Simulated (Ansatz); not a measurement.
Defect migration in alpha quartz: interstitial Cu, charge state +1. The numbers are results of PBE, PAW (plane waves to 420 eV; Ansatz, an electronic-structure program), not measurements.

Settings: 72 host sites, the relaxed PBE lattice, the Γ point alone, smearing 0.01 eV, spin-restricted, no image-charge correction. No zero-point or tunnelling terms. The charge state is imposed; whether it is stable for some Fermi level was not computed. Sites that were not tried may lie lower.

Barriers: single points on a 2×2×2 k-point mesh shifted by half a step along c at the bands' geometries.

The step: Cu moves alone to another site. Atoms about the jump, Cartesian Å from the middle of the jump, before and after:

```
atom     x0     y0     z0     x1     y1     z1
----  -----  -----  -----  -----  -----  -----
Cu1   -0.19   0.11  -0.91   0.19  -0.11   0.91
O2     0.25   1.79   1.12   0.14   1.80   1.06
O3    -1.82  -0.89  -0.76  -1.71  -0.87  -0.71
O4     0.09  -1.91   0.69   0.14  -2.01   0.74
O5     1.48   1.03  -1.08   1.41   1.10  -1.14
Si6   -1.34  -2.30   0.01  -1.33  -2.30  -0.03
Si7    1.35   2.29   0.03   1.30   2.31  -0.05
Si8   -1.23   1.98   1.82  -1.33   2.09   1.83
O9    -1.66   0.56   2.49  -1.71   0.66   2.51
```

Give the saddle-point geometry and the barrier.


| atom | x | y | z |
|---|---|---|---|
| Cu1 | -0.18 | 0.06 | 0.14 |
| O2 | 0.21 | 1.80 | 1.08 |
| O3 | -1.73 | -0.93 | -0.75 |
| O4 | 0.10 | -2.00 | 0.69 |
| O5 | 1.44 | 1.08 | -1.10 |
| Si6 | -1.34 | -2.37 | -0.02 |
| Si7 | 1.35 | 2.33 | -0.03 |
| Si8 | -1.26 | 2.05 | 1.83 |
| O9 | -1.66 | 0.62 | 2.50 |
It lies 0.092 eV above the start and 0.092 eV above the end. The saddle point's order was not checked.
